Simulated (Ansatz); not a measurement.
## Zn: uniaxial strain ε_xx = −2.50 %

Take Zn in the hcp (Mg type) structure (space group P6_3/mmc, No. 194; a = 2.6129 Å, c = 4.7815 Å; relaxed with 0.1 eV smearing) as the base. Axes: x lies along a and z along c of the hexagonal cell.

Now apply this change: uniaxial strain ε_xx = −2.50 %, all other strain components held at zero, atoms relaxed at fixed cell.

Method: DFT with PBEsol, PAW potentials and a 420 eV plane-wave cutoff in Ansatz (a program for electronic structure), without spin-orbit coupling. k-mesh 25×25×13 (Γ-centred); smearing 0.1 eV (Fermi–Dirac).

The volume per atom decreases by 0.353 Å³ to 13.78 Å³ and the space group becomes Cmcm (No. 63) (base: P6_3/mmc (No. 194)). The energy grows by 6.3 meV/atom and the band gap stays zero. The stress (xx, yy, zz, yz, xz, xy; compression positive) comes out as (5.9, 1.4, 1.6, 0.0, 0.0, 0.0) GPa.

Cost of the whole job for the changed cell (relaxation, final SCF and bands): very roughly 60 core-seconds.

Stability against distortions was not tested.
